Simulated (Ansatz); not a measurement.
## CuAu: biaxial strain −2.00 %, plane normal [001], relaxed out of plane

The reference is CuAu (space group P4/mmm, No. 123; a = 2.869 Å, c = 3.645 Å; relaxed with 0.1 eV smearing). Axes: x, y, z lie along a, b, c of the conventional cell.

Perturbation: compressive biaxial strain of 2.00 % in the plane normal to [001], as in epitaxy on a mismatched substrate; the out-of-plane cell vector and the atoms relax.

Method: Ansatz (a first-principles code), PBE, PAW, cutoff 420 eV, no spin-orbit coupling. Γ-centred 20×20×16 mesh, Fermi–Dirac width 0.1 eV.

| quantity | base | changed | shift |
|---|---|---|---|
| volume per atom | 15.01 Å³ | 14.90 Å³ | -0.104 Å³ |
| space group | P4/mmm (No. 123) | P4/mmm (No. 123) | – |
| pressure (mean of the normal stresses, compression positive) | 0.0 GPa | 1.2 GPa | +1.2 GPa |
| band gap | zero | zero | – |
| out-of-plane strain | – | +3.40 % | – |
| mean in-plane stress (compression positive) | – | +1.8 GPa | – |

Cost of the whole job for the changed cell (relaxation, final SCF and bands): around 2.9 core-minutes (rough).

No phonon test of stability was made. The final runs are not spin-polarised.
